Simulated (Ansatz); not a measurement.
A self-consistent single point of a (111) slab of K2Pt (cut from a parent of space group no. 225; 6 atoms in the cell) with Ansatz (a quantum-chemistry and plane-wave program).

Level of theory: LDA (PW92), default PAW files made with PBE (plane waves; Ansatz).

```
CELL_PARAMETERS angstrom
      5.33176     0.00000     0.00000
      2.66588     4.61744     0.00000
      0.00000     0.00000    20.53001
ATOMIC_POSITIONS crystal
  K  0.66667 0.66667 0.44699
  K  0.00000 0.00000 0.34096
  K  0.00000 0.00000 0.65904
  K  0.33333 0.33333 0.55301
  Pt 0.33333 0.33333 0.39398
  Pt 0.66667 0.66667 0.60603
```

Reference input (self-consistent single point, DFT, LDA (PW92), plane waves, default PAW files made with PBE): basis.ecutwfc = 30.9 Ry; kpoints.mp_grid.grid = 5 5 1; hamiltonian.xc = lda; hamiltonian.pseudopotentials = {kind: paw} (the program's default PAW files); scf.occupations.method = fermi_dirac; scf.occupations.width = 0.0037 Ry. This run's input differs from it in these lines:

Ansatz 0.2 input:
```diff
@@ -14,3 +14,3 @@
 basis:
-  ecutwfc: 30.9 Ry
+  ecutwfc: 18.4 Ry
 kpoints:
```

Output, abridged:

```
SCF iter   1: F=—  HF=-30469.910206 eV  |F-HF|=—  |Δ(HF+E_count)|=         —  Δρ=1.06e-2  dr2=2.49e-1  ethr=1.77e-3  ⟨swp⟩=9.2  Hψ=1022  notcnv=0
all-band conjugate gradients solve this SCF's bands
preconditioner: auto → Resta (q_TF=auto, 1.972 Å⁻¹)
SCF iter   2: F=—  HF=-30469.832663 eV  |F-HF|=—  |Δ(HF+E_count)|=   7.75e-2  Δρ=4.59e-3  dr2=6.72e-2  ethr=3.46e-4  ⟨swp⟩=2.6  Hψ=469  notcnv=0  defer=6
   [... lines left out ...]
SCF iter   6: F=—  HF=-30469.817397 eV  |F-HF|=—  |Δ(HF+E_count)|=   2.73e-4  Δρ=4.13e-5  dr2=4.01e-5  ethr=1.28e-7  ⟨swp⟩=2.0  Hψ=280  notcnv=0  defer=6
SCF iter   7: F=—  HF=-30469.817395 eV  |F-HF|=—  |Δ(HF+E_count)|=   1.78e-6  Δρ=1.42e-5  dr2=2.90e-6  ethr=5.57e-8  ⟨swp⟩=2.0  Hψ=238  notcnv=0  defer=6
SCF iter   8: F=—  HF=-30469.817396 eV  |F-HF|=—  |Δ(HF+E_count)|=   5.11e-7  Δρ=4.17e-6  dr2=1.66e-7  ethr=4.03e-9  ⟨swp⟩=2.0  Hψ=269  notcnv=0  defer=6
SCF iter   9: F=-30469.817396 eV  HF=-30469.817396 eV  |F-HF|=7.35e-10  |Δ(HF+E_count)|=   5.36e-8  Δρ=9.26e-7  dr2=5.55e-9  ethr=1.39e-10  ⟨swp⟩=11.8  Hψ=806  notcnv=0
SCF 1 converged in 9 iterations: F = -30469.817396 eV  dr2 = 5.55e-9
Free energy (F): -30469.817396 eV
Internal energy: -30469.817394 eV  (E = F + TS)
E sigma→0 (E₀):  -30469.817395 eV
Entropy (-TS):   -0.000002 eV (-0.000 meV/atom)
Fermi energy:    0.887460 eV
--- Forces (eV/Å), atoms counted from 1 ---
  atom   1  K     -0.00000000     0.00000000     0.06203731
  atom   2  K     -0.00000000    -0.00000000     0.17167248
  atom   3  K     -0.00000000     0.00000000    -0.17167248
  atom   4  K     -0.00000000    -0.00000000    -0.06203731
  atom   5  Pt     0.00000000     0.00000000     0.02954804
  atom   6  Pt     0.00000000    -0.00000000    -0.02954804
--- Stress (GPa, compression-positive) ---
       -1.129718       0.000000       0.000000
        0.000000      -1.129718       0.000000
       -0.000000       0.000000      -0.439467
  P = ⅓ Tr σ = -0.8996 GPa (-8.996 kbar)
  The stress holds the Pulay correction. Without it, at fixed plane waves, as pw.x and ABINIT print it: P = -8.9318 GPa
```

The run converged in 9 iterations. Against the reference run the free energy rises by 609 meV/atom, the largest force goes from 0.190 to 0.172 eV/Å and the gap on the mesh goes from 1.308 to 1.321 eV.

The starting cell comes from a database of computed structures (which also holds hypothetical and non-ambient phases and stackings), without a prior relaxation at this level. The slab is cut from that crystal, and its faces are unrelaxed. Its lattice was rescaled by up to half a per cent. Spin-orbit coupling is off. The cutoff lies below the one recommended for these files.
